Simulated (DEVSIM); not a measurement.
Device: illuminated Si n-on-p cell, one wavelength, with a back-surface field, at 300 K.

Layer 1 from the left is Si, thickness (μm) 0.110, Nd (cm⁻³) 7.4e17, τn (s) 2.8e-6, τp (s) 3.6e-6, absorption coefficient (cm⁻¹) 89000. Layer 2 from the left is Si, thickness (μm) 92.0, Na (cm⁻³) 9.6e16, τn (s) 0.00012, τp (s) 0.00012, absorption coefficient (cm⁻¹) 89000. Layer 3 from the left is Si, thickness (μm) 0.560, Na (cm⁻³) 1.3e18, τn (s) 0.00012, τp (s) 0.00012, absorption coefficient (cm⁻¹) 89000.

Left contact: ohmic, minority hole recombination velocity 50 cm/s. Right contact: ohmic, minority electron recombination velocity 30000 cm/s. Voltage is applied to the left contact. Recombination: SRH at mid-gap, radiative, Auger. Gap narrowing is on: ΔEg = 6.92 meV × (l + √(l² + 0.5)), l = ln(N/1.3e17 cm⁻³), shared equally by both band edges. Light enters at the left, 3.2e16 photons cm⁻² s⁻¹, one pass, no reflection. Mobility is constant in doping.

Constants are typed, rounded textbook-type inputs, not results; the design itself was drawn at random and stands for no fabricated device. Values at 300 K.

Si: gap (eV) 1.124, affinity (eV) 4.05, permittivity 11.7, Nc (cm⁻³) 2.86e19, Nv (cm⁻³) 3.1e19, μn (cm²/Vs) 1417, μp (cm²/Vs) 470, B (cm³/s) 4.7e-15, Cn (cm⁶/s) 2.8e-31, Cp (cm⁶/s) 9.9e-32.

Model (solved in DEVSIM): 1D drift-diffusion, Boltzmann statistics, complete ionisation; no tunnelling, impact ionisation, image-force lowering or self-heating.

Question: What does the simulation give for the short-circuit current, the dark forward voltage at 1 A/cm²?

Answer: short-circuit current 5.10 mA/cm²; dark forward voltage at 1 A/cm² 0.730 V.
